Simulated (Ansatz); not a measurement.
BP (F-43m) under hydrostatic pressure: band gap by PBEsol with spin-orbit coupling, rigid bands (plane waves, PAW; Ansatz, a program for electronic structure). The unloaded cell, whose axes the loads refer to:

Space group F-43m (No. 216); a = b = c = 4.5202 Å, α = β = γ = 90.00°

```
atom  site  symmetry       x       y       z
----  ----  --------  ------  ------  ------
B       4a      -43m  0.0000  0.0000  0.0000
P       4d      -43m  0.7500  0.7500  0.7500
```
(The calculation used a cell of 2 atoms; values per cell refer to that cell.)

```json
[
 {"hydrostatic pressure (GPa)": "-2", "volume per atom (Å³)": "11.68", "band gap (eV)": "1.12"},
 {"hydrostatic pressure (GPa)": "0", "volume per atom (Å³)": "11.54", "band gap (eV)": "1.10"},
 {"hydrostatic pressure (GPa)": "2", "volume per atom (Å³)": "11.41", "band gap (eV)": "?"},
 {"hydrostatic pressure (GPa)": "5", "volume per atom (Å³)": "11.23", "band gap (eV)": "1.06"},
 {"hydrostatic pressure (GPa)": "10", "volume per atom (Å³)": "10.94", "band gap (eV)": "1.02"}
]
```

Fit a straight line to band gap against the load over the rows given, and predict the row at 2 GPa.

The means are x̄ = 3.250 GPa and ȳ = 1.0750; Σ(x − x̄)(y − ȳ) = -0.7150 and Σ(x − x̄)² = 86.75, so the slope is -8.24 meV per GPa, and the rows given lie within 1.8 meV of the line. At 2 GPa the line gives 1.09 eV; the calculation gives 1.08 eV, 0.49 % from it.

With all rows, what volume deformation potential dE_g/d ln V follows?

A line through E_g against ln V has the slope 1.5 eV, so the gap narrows under compression.

 Stresses and pressures are the targets of the relaxation. Gaps are resolved to about 0.01 eV. The structure type is held at every load. Geometry: cell and atoms relaxed with PBEsol.
